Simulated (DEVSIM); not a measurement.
Structure: Pt/SiO2/n-Si capacitor, at 300 K.

```csv
layer (left to right),material,thickness (nm),Nd (cm⁻³)
1,SiO2,11.0,-
2,Si,15000,1.4e15
```

Metal gate on the left, work function 5.6 eV. Fixed charge at the semiconductor interface 1.2e10 cm⁻² (in units of +e); interface traps 4.6e12 cm⁻² eV⁻¹, uniform in energy, neutral level at 0.3 of the gap above the valence band.

The device is made up for the run: typed textbook-type constants, with dimensions and the other settings drawn at random. Values at 300 K.

| parameter | SiO2 | Si |
|---|---|---|
| gap (eV) | 9 | 1.124 |
| affinity (eV) | 0.9 | 4.05 |
| permittivity | 3.9 | 11.7 |
| Nc (cm⁻³) | - | 2.86e19 |
| Nv (cm⁻³) | - | 3.1e19 |

Model (solved in DEVSIM): 1D Poisson equation in equilibrium, Boltzmann statistics, complete ionisation; no quantum confinement or tunnelling. Metal contacts follow the ideal Schottky-Mott rule: no Fermi-level pinning, no interface dipoles.

Problem. Tabulate band edges, carrier densities and field at 3.6 V on the gate.

Solution. Energies count from the Fermi level of the right contact; mesh points crowd at the junctions.

```
x (μm)    Ec (eV)  Ev (eV)  n (cm⁻³)  p (cm⁻³)  field (V/cm)
--------  -------  -------  --------  --------  ------------
0.000       1.100   -7.900     < 1e2     < 1e2       1900000
0.001641    1.416   -7.584     < 1e2     < 1e2       1900000
0.004925    2.048   -6.952     < 1e2     < 1e2       1900000
0.008796    2.793   -6.207     < 1e2     < 1e2       1900000
0.01108     0.068   -1.056    2.1e18     < 1e2        130000
0.01294     0.087   -1.037    9.7e17       120         88000
0.01785     0.119   -1.005    2.9e17       400         47000
0.03791     0.172   -0.952    3.8e16      3100         16000
0.08236     0.213   -0.911    7.6e15     15000          5600
0.1910      0.243   -0.881    2.3e15     50000          1300
0.4777      0.256   -0.868    1.4e15     80000            83
1.650       0.257   -0.867    1.4e15     83000           ≈ 0
4.105       0.257   -0.867    1.4e15     83000           ≈ 0
9.668       0.257   -0.867    1.4e15     83000           ≈ 0
13.49       0.257   -0.867    1.4e15     83000           ≈ 0
14.42       0.257   -0.867    1.4e15     83000           ≈ 0
14.78       0.257   -0.867    1.4e15     83000           ≈ 0
14.92       0.257   -0.867    1.4e15     83000           ≈ 0
14.99       0.257   -0.867    1.4e15     83000           ≈ 0
15.00       0.257   -0.867    1.4e15     83000           ≈ 0
15.01       0.257   -0.867    1.4e15     83000           ≈ 0
15.01       0.257   -0.867    1.4e15     83000           ≈ 0
```
